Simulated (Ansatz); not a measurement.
## C11b MoSi₂

These are LDA (Ansatz, an electronic-structure program, PAW) values and carry that method's errors.

Run with plane-wave cutoff 520 eV, 24×24×24 k mesh, Fermi–Dirac smearing 0.05 eV, no spin polarisation, scalar-relativistic PAW data made under PBE.

Cell: relaxed at this level.

```yaml
equilibrium_volume_per_atom: 13.06 Å³/atom
bulk_modulus: 225 GPa
lattice_parameter_a: 3.174 Å
c axis length: 7.777 Å
band_gap: zero (no gap)
pressure derivative B′ of the bulk modulus: 4.4
```

Measured, for comparison: bulk modulus 222 ± 2 GPa (room temperature, not corrected to a static lattice, B' = 4; as tabulated in Structural stability of MoSi2 and Mo5Si3 under high pressure, Chin. Phys. B 26 …); lattice constant a 3.205 Å, lattice parameter c 7.845 Å (temperature not stated, not corrected to a static lattice; as tabulated in Pavlosiuk et al. (2022), arXiv:2202.05362). Computed (rounded) less measured: bulk modulus +1 %, lattice constant a -1.0 %, lattice parameter c -0.9 %. A static lattice is as a rule a little smaller and stiffer than an uncorrected measurement, which narrows the difference in the bulk modulus, lattice constant a, lattice parameter c and would widen misses of the other sign.

Note: the bulk modulus comes from volumes at which shape and atoms were relaxed.

Spin–orbit coupling is not included.

Static lattice: no zero-point or thermal effects.
